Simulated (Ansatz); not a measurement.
An Ansatz (an electronic-structure program) input (Kohn–Sham DFT with the PBE functional, run in Ansatz with PAW and 420 eV plane waves, spin-orbit coupling left out):

Ansatz 0.2 input:
```yaml
crystal:
  lattice:
    - [0, 3.3130062108, 3.3130062108]
    - [3.3130062108, 0, 3.3130062108]
    - [3.3130062108, 3.3130062108, 0]
  atoms:
    - { symbol: Na, position: [0, 0, 0] }
    - { symbol: I, position: [0.5, 0.5, 0.5] }
basis: { ecutwfc: 420, ecutrho_ratio: 4, xc_grid: 2, fft_grid_basis: typed }
kpoints: { mp_grid: { grid: [9, 9, 9] } }
hamiltonian:
  xc: pbe
  dispersion: none
  pseudopotentials: { kind: paw }
scf: { occupations: { method: fermi_dirac, width: 0.05 }, convergence: { dr2_threshold: 0.0000000002 } }
relax: { f_tol: 0.005, max_steps: 50 }
output: { forces: true, stress: true }
checkpoint: { write: state.ck, write_every: 1000 }
```

**Question.** Which symmetry and how many k-points will the program report, and about how many plane waves at Γ?

**Answer.** Space group Fm-3m (ITA 225) with 48 operations, k-points 35 of 729, and 1411 plane waves at Γ.

**Question.** And the final pressure?

**Answer.** -0.60 GPa (compression positive).

The cells carry an imposed strain or load. Whether these cells are dynamically stable was not tested. The cell was made from NaI in the rock salt structure (space group Fm-3m, No. 225) by this change: isotropic strain +1.50 %.
